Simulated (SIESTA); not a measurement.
Input and output of a self-consistent single point for P2Pt5 (C2/c, 14 atoms in the cell) (SIESTA).

Computed with LDA PW92, numerical atomic orbitals DZP, PseudoDojo LDA standard norm-conserving potentials (rewritten from UPF to PSML) (SIESTA).

```xyz
14
Lattice="5.4375 -2.7061 0.0000 5.4375 2.7061 0.0000 -1.2505 0.0000 7.3626" Properties=species:S:1:pos:R:3 pbc="T T T"
P      3.4345    -0.5097     1.6467
P      6.1899     0.5097     5.7159
P      6.8152    -0.5097     2.0346
P      2.8093     0.5097     5.3281
Pt     5.5198    -1.2195     7.1312
Pt     4.1046     1.2195     0.2315
Pt     3.4793    -1.2195     3.9128
Pt     6.1451     1.2195     3.4498
Pt     6.2628    -1.4905     4.3886
Pt     3.3617     1.4905     2.9741
Pt     2.7364    -1.4905     6.6554
Pt     6.8880     1.4905     0.7073
Pt     4.4996     2.1044     5.5220
Pt     5.1248    -2.1044     1.8407
```

Reference input (self-consistent single point, DFT, LDA PW92, numerical atomic orbitals DZP, PseudoDojo LDA standard norm-conserving potentials (rewritten from UPF to PSML)): XC.functional = LDA; XC.authors = PW92; potentials = PseudoDojo LDA standard; PAO.BasisSize = DZP; PAO.EnergyShift = 0.01 Ry; MeshCutoff = 400 Ry; kgrid.MonkhorstPack = 6 6 4; OccupationFunction = MP; OccupationMPOrder = 0; ElectronicTemperature = 0.2 eV; MaxSCFIterations = 150; SCF.Mixer.Method = Pulay. This run's input differs from it in these lines:

```diff
@@ -40,5 +40,5 @@
 %block kgrid.MonkhorstPack
-    6   0   0  0.0
-    0   6   0  0.0
-    0   0   4  0.0
+    5   0   0  0.5
+    0   5   0  0.5
+    0   0   3  0.5
 %endblock kgrid.MonkhorstPack
```

Output, abridged:

```
        iscf     Eharris(eV)        E_KS(eV)     FreeEng(eV)     dDmax    Ef(eV) dHmax(eV)
   scf:    1   -36069.237113   -36242.835309   -36243.025461  0.751829 -0.181196 17.260727
   scf:    2   -36316.553986   -36283.465144   -36283.597960  0.178177 -0.922971 10.571000
   scf:    3   -36321.359981   -36309.536796   -36309.648181  0.281050 -1.991185  2.799525
   scf:    4   -36312.078145   -36311.036827   -36311.151571  0.089778 -2.251425  1.504573
   scf:    5   -36312.039675   -36311.763782   -36311.884859  0.115798 -2.486004  0.688693
   [... 7 lines left out ...]
   scf:   13   -36311.809220   -36311.809224   -36311.930669  0.000025 -2.526143  0.000554
   scf:   14   -36311.809212   -36311.809218   -36311.930669  0.000045 -2.526395  0.000298
   scf:   15   -36311.809220   -36311.809219   -36311.930669  0.000025 -2.526397  0.000065
   scf:   16   -36311.809220   -36311.809219   -36311.930669  0.000002 -2.526400  0.000044
SCF Convergence by DM+H criterion
max |DM_out - DM_in|         :     0.0000018795
max |H_out - H_in|      (eV) :     0.0000443564
SCF cycle converged after 16 iterations

Using DM_out to compute the final energy and forces

siesta: E_KS(eV) =           -36311.8092

siesta: E_KS - E_eggbox =    -36311.8092

siesta: Atomic forces (eV/Ang):
     1   -0.122162    0.025366    0.054175
     2    0.122162   -0.025366   -0.054175
     3    0.122162    0.025366   -0.054175
     4   -0.122162   -0.025366    0.054175
     5   -0.089930   -0.260005   -0.179034
     6    0.089930    0.260005    0.179034
     7    0.089930   -0.260005    0.179034
     8   -0.089930    0.260005   -0.179034
     9   -0.250526   -0.189849   -0.183637
    10    0.250526    0.189849    0.183637
    11    0.250526   -0.189849    0.183637
   [... lines left out ...]
siesta: FreeEng =    -36311.930669
   [... lines left out ...]
siesta:     0.058942   -0.000000   -0.000808
siesta:    -0.000000    0.052946    0.000000
siesta:    -0.000808    0.000000    0.048530

siesta: Cell volume =        216.675148 Ang**3

siesta: Pressure (static):
siesta:                Solid            Molecule  Units
siesta:          -0.00058239         -0.00062216  Ry/Bohr**3
siesta:          -0.05347277         -0.05712442  eV/Ang**3
siesta:         -85.67282819        -91.52340991  kBar
```

The run converged in 16 iterations. Against the reference run the free energy stays essentially unchanged (within 1 meV/atom), the pressure hardly changes (-8.58 to -8.57 GPa) and the largest force goes from 0.416 to 0.403 eV/Å.

The starting cell comes from a database of computed structures (which also holds hypothetical and non-ambient phases and stackings), without a prior relaxation at this level. Spin polarisation is off. Values carry the incompleteness of an atom-centred basis.

Cost on one core of a shared machine: roughly 2 min.
